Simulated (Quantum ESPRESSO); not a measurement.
Density of states of ScSi2 (P6/mmm, 3 atoms in the cell).

```yaml
crystal:
  lattice:
    - [4.03874, 0.00000, 0.00000]
    - [-2.01937, 3.49765, 0.00000]
    - [0.00000, 0.00000, 3.59613]
  atoms:
    - { symbol: Sc, position: [0.00000, 0.00000, 0.00000] }
    - { symbol: Si, position: [0.33333, 0.66667, 0.50000] }
    - { symbol: Si, position: [0.66667, 0.33333, 0.50000] }
```

Method: PBEsol, PseudoDojo standard norm-conserving (PBESOL) pseudopotentials (plane waves; Quantum ESPRESSO).

SCF settings: ecutwfc = 80 Ry; occupations = smearing; smearing = fermi-dirac; degauss = 0.0036749 Ry; potentials = {Sc: Sc.upf, Si: Si.upf}; K_POINTS = automatic 6 6 6 0 0 0; conv_thr = 1e-11 Ry; mixing_beta = 0.3. Keys of the DOS step: nscf.calculation = nscf; nscf.verbosity = high; nscf.occupations = tetrahedra_lin; nscf.nbnd = 17; nscf.startingwfc = random; nscf.diago_thr_init = 1e-06; nscf.K_POINTS = automatic 12 12 12 0 0 0; dos.x.fildos = dos.dat; dos.x.Emin = -15 eV; dos.x.Emax = 30 eV; dos.x.DeltaE = 0.1 eV.

The starting cell comes from a database of computed structures (which also holds hypothetical and non-ambient phases and stackings), without a prior relaxation at this level.

Total DOS (both spins), as means of the tabulated values in each energy bin; the zero is the program's Fermi level or highest filled level, and the curve is cut to this window:

(E (eV), states/eV/cell): (-7.75, 0.67); (-7.25, 0.46); (-6.75, 0.37); (-6.25, 0.57); (-5.75, 0.73); (-5.25, 1.25); (-4.75, 1.56); (-4.25, 1.65); (-3.75, 1.08); (-3.25, 0.95); (-2.75, 0.98); (-2.25, 1.30); (-1.75, 1.53); (-1.25, 1.23); (-0.75, 0.82); (-0.25, 1.57); (0.25, 1.82); (0.75, 1.85); (1.25, 3.15); (1.75, 3.01); (2.25, 3.95); (2.75, 3.22)

Around zero the curve holds about 1.8 states/eV/cell.
